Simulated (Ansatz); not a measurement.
## In2Si2O7, pressure series

Base system: In₂Si₂O₇ (space group C2/m, No. 12; a = 6.6320 Å, b = 8.6496 Å, c = 4.7251 Å, α = 90.00°, β = 102.67°, γ = 90.00°).

Cell and atoms are relaxed at each pressure.

Level of theory: PBEsol in Ansatz (plane waves to 420 eV, PAW, no spin-orbit coupling).

| pressure (GPa) | band gap (eV) |
|---|---|
| -2 | 2.77 |
| -1 | 2.82 |
| 0 | 2.87 |
| 0.3 | 2.88 |
| 0.7 | 2.90 |
| 3 | 3.01 |
| 5 | 3.09 |
| 7.5 | ? |
| 10 | 3.28 |

Question: Fit E_g = E₀ + αP + βP² to the rows shown and predict the withheld row.

Answer: Least squares on the printed values gives E₀ = 2.87 eV, α = 48.1 meV/GPa, β = -0.69 meV/GPa² (largest residual 0.00 eV); this predicts 3.19 eV, and the run gives 3.19 eV, in agreement.

Load acts through the strain it causes; cell and atoms are relaxed under it. No phonon test of stability was made. Competing high-pressure phases were not computed.

Ansatz is a quantum-chemistry and plane-wave program.
